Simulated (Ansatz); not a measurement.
System: fluorite PtAl2. Method: LDA (plane waves, PAW; Ansatz, an electronic-structure program).

Settings: plane-wave cutoff 520 eV, 20×20×20 k mesh, Fermi–Dirac smearing 0.093 eV (set by the program), scalar-relativistic PAW data made under PBE.

Computed at the level's own relaxed cell.

Hill averages of the elastic tensor: K = 145.5 GPa, G = 43.4 GPa. Volume 16.711 Å³/atom, mean atomic mass 83.016 u.

Work out the density, the sound velocities of a polycrystal and the elastic Debye temperature, and Pugh's ratio at this level.

ρ = 1.66054 × 83.016/16.711 = 8.249 g/cm³. v_l = √[(K + 4G/3)/ρ] = 4.965 km/s and v_t = √(G/ρ) = 2.294 km/s. The mean follows from 3/v_m³ = 1/v_l³ + 2/v_t³: v_m = 2.584 km/s. Θ_D = (ħ/k_B) v_m (6π²/V)^(1/3) = 76.38 K Å s/km × 2.584 × 1.5246 Å⁻¹ = 301 K, counting all atoms of the cell. K/G = 3.35, to be set beside Pugh's rough bound of 1.75 between brittle and ductile metals.
